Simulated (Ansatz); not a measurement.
The parent structure is Ru in the hcp (Mg type) structure (space group P6_3/mmc, No. 194; a = 2.676 Å, c = 4.224 Å; relaxed with 0.1 eV smearing). Axes: x lies along a and z along c of the hexagonal cell.

All numbers come from LDA (Ansatz, a first-principles code), spin-orbit coupling left out.

Now apply this change: the cell is scaled by 0.9750 in all directions; the atoms relax in the strained cell.

**Question.** Predict the stress tensor and what it implies for the stiffness.

**Answer.** Stress of the strained cell less that of the base (GPa, compression positive):
```
   32.6     0.0     0.0
    0.0    32.6     0.0
    0.0     0.0    34.7
```

Then B = −ΔP/(ΔV/V₀) with ΔV/V₀ = -0.0731 gives secant stiffness values (nonlinear terms included at this strain): B (at held cell shape, above the free-shape value) ≈ 455 GPa.

As a check, the harmonic strain energy −½ V₀ Δσ:ε is 100 meV/atom; the computed energy rise is 93 meV/atom.

Stability against distortions was not tested. All final runs are without spin polarisation.
